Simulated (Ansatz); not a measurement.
Data:

```
CELL_PARAMETERS angstrom
      4.27297     0.00000     0.00000
     -2.13648     3.70050     0.00000
      0.00000     0.00000     6.47482
ATOMIC_POSITIONS crystal
  Cd 0.33333 0.66667 0.99092
  Cd 0.66667 0.33333 0.49092
  S  0.33333 0.66667 0.38408
  S  0.66667 0.33333 0.88408
```

Level of theory: r2SCAN with spin-orbit coupling, rigid bands (plane waves, PAW; Ansatz, a quantum-chemistry and plane-wave program). Condition of this run: biaxial stress in the c plane of -3.2 GPa (compression positive) (the target of the relaxation). Geometry: cell and atoms relaxed with PBEsol, then loaded as said.

Predict the electron conductivity mass (n e² τ/σ) at 300 K, by direction if it differs.

0.166 (x), 0.166 (y), 0.171 (z) mₑ.

Predict the hole conductivity mass (n e² τ/σ) at 300 K, by direction if it differs.

1.63 (x), 1.63 (y), 0.46 (z) mₑ.

And the band gap?

1.57 eV at this level; semilocal functionals usually fall short of the measured gap.

Rigid bands, one relaxation time for all states, no polarons. Geometry: cell and atoms relaxed with PBEsol.
